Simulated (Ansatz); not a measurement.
Co₃InN (Pm-3m, No. 221, 5 atoms in the cell; start mp-1068786) was calculated with r²SCAN (PAW; Ansatz, a quantum-chemistry and plane-wave program).

Settings: plane-wave cutoff 560 eV, 14×14×14 k mesh, Fermi–Dirac smearing 0.05 eV, spin-polarised start, scalar-relativistic PAW data made under PBE.

Cell (relaxed at this level):

```cif
data_Co3InN
_chemical_formula_sum 'In1 Co3 N1'
_space_group_name_H-M_alt 'P 1'
_space_group_IT_number 1
_cell_length_a 3.82131
_cell_length_b 3.82131
_cell_length_c 3.82131
_cell_angle_alpha 90.000
_cell_angle_beta 90.000
_cell_angle_gamma 90.000
loop_
_space_group_symop_operation_xyz
  'x, y, z'
loop_
_atom_site_label
_atom_site_type_symbol
_atom_site_fract_x
_atom_site_fract_y
_atom_site_fract_z
_atom_site_occupancy
In1 In 0.00000 0.00000 0.00000 1
Co1 Co 0.50000 0.50000 0.00000 1
Co2 Co 0.00000 0.50000 0.50000 1
Co3 Co 0.50000 0.00000 0.50000 1
N1 N 0.50000 0.50000 0.50000 1
```

Q: Predict the bulk modulus.

A: 
- bulk modulus = 215 GPa

The run finds no gap.

Note: the magnetic order was assumed, not searched for or taken from measurement; the bulk modulus is −V dP/dV from two relaxed cells at ±2 % in volume; the relaxation could not lower the start's symmetry, so the cell can be a saddle point above a distorted one.

Spin–orbit coupling is not included; it can open a gap where bands touch, and shift volumes and moduli.

Cost on a shared machine: around 8 core-minutes (rough).

A start named mp-… is a Materials Project structure, which need not be a measured phase.
